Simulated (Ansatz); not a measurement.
Consider the following.

```
CELL_PARAMETERS angstrom
      2.64939     0.00000     0.00000
      1.32469     2.29444     0.00000
      0.00000     0.00000     4.30767
ATOMIC_POSITIONS crystal
  Ru 0.33333 0.33333 0.75000
  Ru 0.66667 0.66667 0.25000
```

No spin polarisation.

Calculations: Kohn–Sham DFT with the r2SCAN functional, run in Ansatz (a quantum-chemistry and plane-wave program) with PAW and 500 eV plane waves, scalar-relativistic without spin-orbit coupling. Γ-centred 20×20×11 mesh, Fermi–Dirac width 0.05 eV.

Q: Predict the band gap, pressure and space group.

A: The band gap is zero, the pressure (mean of the normal stresses, compression positive) is 10.8 GPa and the space group is P6_3/mmc (No. 194).

The cells carry an imposed strain or load. No phonon test of stability was made. The final runs are not spin-polarised. The cell was made from Ru in the hcp (Mg type) structure (space group P6_3/mmc, No. 194) by this change: biaxial strain −2.04 %, plane normal [001], relaxed out of plane.
